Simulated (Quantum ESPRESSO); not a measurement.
Input and output of a self-consistent single point for Be2C (Fm-3m, 3 atoms in the cell) (Quantum ESPRESSO).

Method: LDA (PZ), GBRV 1.5 ultrasoft (LDA) pseudopotentials (plane waves; Quantum ESPRESSO).

```yaml
crystal:
  lattice:
    - [-2.15685, 0.00000, 2.15685]
    - [0.00000, 2.15685, 2.15685]
    - [-2.15685, 2.15685, 0.00000]
  atoms:
    - { symbol: Be, position: [0.75000, 0.75000, 0.75000] }
    - { symbol: Be, position: [0.25000, 0.25000, 0.25000] }
    - { symbol: C, position: [0.00000, 0.00000, 0.00000] }
```

Reference input (self-consistent single point, DFT, PBE, plane waves, GBRV 1.5 ultrasoft (PBE) pseudopotentials): ecutwfc = 40 Ry; ecutrho = 200 Ry; occupations = smearing; smearing = fermi-dirac; degauss = 0.000734986 Ry; potentials = {Be: be_pbe_v1.4.uspp.F.UPF, C: c_pbe_v1.2.uspp.F.UPF}; K_POINTS = automatic 7 7 7 0 0 0; conv_thr = 1e-10 Ry; mixing_beta = 0.3. This run's input differs from it in these lines:

```diff
@@ -24,4 +24,4 @@
 ATOMIC_SPECIES
-Be     9.0122  be_pbe_v1.4.uspp.F.UPF
-C     12.0110  c_pbe_v1.2.uspp.F.UPF
+Be     9.0122  be_lda_v1.4.uspp.F.UPF
+C     12.0110  c_lda_v1.2.uspp.F.UPF
 ATOMIC_POSITIONS crystal
```

Output, abridged:

```
     Self-consistent Calculation

     iteration #  1     ecut=    40.00 Ry     beta= 0.30

     total energy              =     -67.56384528 Ry
     estimated scf accuracy    <       0.26785002 Ry

     iteration #  2     ecut=    40.00 Ry     beta= 0.30

     total energy              =     -67.57804440 Ry
     estimated scf accuracy    <       0.03074624 Ry

     iteration #  3     ecut=    40.00 Ry     beta= 0.30

     total energy              =     -67.58140324 Ry
     estimated scf accuracy    <       0.00419563 Ry

   [... 5 blocks of this kind left out ...]

     iteration #  9     ecut=    40.00 Ry     beta= 0.30

     total energy              =     -67.58151823 Ry
     estimated scf accuracy    <          6.3E-10 Ry

     iteration # 10     ecut=    40.00 Ry     beta= 0.30
     End of self-consistent calculation

     the Fermi energy is    10.6992 ev

!    total energy              =     -67.58151823 Ry
     estimated scf accuracy    <          2.3E-13 Ry
     smearing contrib. (-TS)   =       0.00000000 Ry
     internal energy E=F+TS    =     -67.58151823 Ry

     convergence has been achieved in  10 iterations

     Forces acting on atoms (cartesian axes, Ry/au):

     atom    1 type  1   force =     0.00000000    0.00000000    0.00000000
   [... zero for the other atoms too ...]

     Total force =     0.000000     Total SCF correction =     0.000000

          total   stress  (Ry/bohr**3)                   (kbar)     P=      -68.96
  -0.00046881   0.00000000   0.00000000          -68.96        0.00        0.00
   0.00000000  -0.00046881  -0.00000000            0.00      -68.96       -0.00
   0.00000000  -0.00000000  -0.00046881            0.00       -0.00      -68.96

   JOB DONE.
```

The run converged in 10 iterations. Against the reference run the pressure goes from 2.04 to -6.90 GPa and the gap on the mesh moves little (1.416 to 1.422 eV).

The starting cell comes from a database of computed structures (which also holds hypothetical and non-ambient phases and stackings), without a prior relaxation at this level. Its lattice was rescaled by a random factor within 2.5 % of one. With a pressure of about -7 GPa the cell is away from its equilibrium volume at this level.
